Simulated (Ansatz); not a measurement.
Defect: interstitial Be in wurtzite GaN, charge state +2. The step: Be moves alone to another site; the atom moves 1.24 Å along (0.19, 0.38, -0.12) of the unit cell; the moving atom starts with neighbours 2 N at 1.70, N at 1.71 Å and ends with Ga at 2.12; 2 N at 1.68, N at 1.71 Å. A PBE band in Ansatz (plane-wave PAW, one k-point at (0.125, 0.250, 0.250), 72 host sites, 22 SCF runs with any check of the saddle's order, static, no finite-size correction) gives a forward barrier of 0.59 eV. The saddle point's order was not checked, and it lies on a symmetry element of the cell, where a band can be held. The charge state is imposed; whether it is stable for some Fermi level was not computed. Sites that were not tried may lie lower.

Single points at the band's start and saddle point can refine it. Rough cost of one point, in units of the band's mean SCF on the same machine:

```tsv
Level	Cost of one point
PBE, a 2×2×2 k-point mesh shifted by half a step along c	about 4
r2SCAN at 500 eV, one k-point at (0.125, 0.250, 0.250)	about 2
```

Q: Which of these move the barrier by more than 0.1 eV, and how far does each move it?

A: Not one does. PBE, a 2×2×2 k-point mesh shifted by half a step along c: +0.04 eV; r2SCAN at 500 eV, one k-point at (0.125, 0.250, 0.250): +0.06 eV. Each functional is compared with PBE at the same k-points.

Ansatz is an electronic-structure program.
